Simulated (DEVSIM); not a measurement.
Structure: abrupt Si n-p junction, at 300 K.

```
layer (left to right)  material  thickness (μm)  Nd (cm⁻³)  Na (cm⁻³)  τn (s)  τp (s)
---------------------  --------  --------------  ---------  ---------  ------  ------
1                            Si           0.260     1.6e17          -  1.3e-6  1.3e-6
2                            Si            87.0          -     2.8e14  1.3e-6  1.3e-6
```

Left contact: ohmic. Right contact: ohmic. Voltage is applied to the left contact. Recombination: SRH at mid-gap, radiative. Mobility is μmin + (μ − μmin)/(1 + (N/Nref)^α).

This is a model device: material constants are rounded textbook-type values typed into the input, and sizes, dopings and lifetimes were drawn at random. Values at 300 K.

| parameter | Si |
|---|---|
| gap (eV) | 1.124 |
| affinity (eV) | 4.05 |
| permittivity | 11.7 |
| Nc (cm⁻³) | 2.86e19 |
| Nv (cm⁻³) | 3.1e19 |
| μn (cm²/Vs) | 1417 |
| μp (cm²/Vs) | 470 |
| μn,min | 52 |
| μp,min | 45 |
| Nref,n | 9.7e16 |
| Nref,p | 2.2e17 |
| αn | 0.68 |
| αp | 0.72 |
| B (cm³/s) | 4.7e-15 |

DEVSIM, 1D drift-diffusion, Boltzmann statistics, complete ionisation; no tunnelling, impact ionisation, image-force lowering or self-heating.

**Question.** Tabulate band edges, carrier densities and field at zero bias.

**Answer.** Energies count from the Fermi level of the right contact; mesh points crowd at the junctions.

```csv
x (μm),Ec (eV),Ev (eV),n (cm⁻³),p (cm⁻³),field (V/cm)
0.000,0.134,-0.990,1.6e17,730,≈ 0
0.02789,0.134,-0.990,1.6e17,730,≈ 0
0.08572,0.134,-0.990,1.6e17,730,≈ 0
0.1750,0.134,-0.990,1.6e17,730,≈ 0
0.2443,0.141,-0.983,1.2e17,950,6500
0.2679,0.177,-0.947,3.0e16,3900,17000
0.3082,0.226,-0.898,4.6e15,25000,9300
0.4625,0.337,-0.787,6.3e13,1800000,6400
0.7481,0.500,-0.624,1.2e11,1.0e9,5100
1.442,0.748,-0.376,7700000,1.5e13,2100
2.964,0.823,-0.301,420000,2.8e14,10
8.444,0.824,-0.300,420000,2.8e14,≈ 0
19.57,0.824,-0.300,420000,2.8e14,≈ 0
43.76,0.824,-0.300,420000,2.8e14,≈ 0
72.82,0.824,-0.300,420000,2.8e14,≈ 0
81.14,0.824,-0.300,420000,2.8e14,≈ 0
84.57,0.824,-0.300,420000,2.8e14,≈ 0
86.13,0.824,-0.300,420000,2.8e14,≈ 0
86.90,0.824,-0.300,420000,2.8e14,≈ 0
87.11,0.824,-0.300,420000,2.8e14,≈ 0
87.21,0.824,-0.300,420000,2.8e14,≈ 0
87.26,0.824,-0.300,420000,2.8e14,≈ 0
```
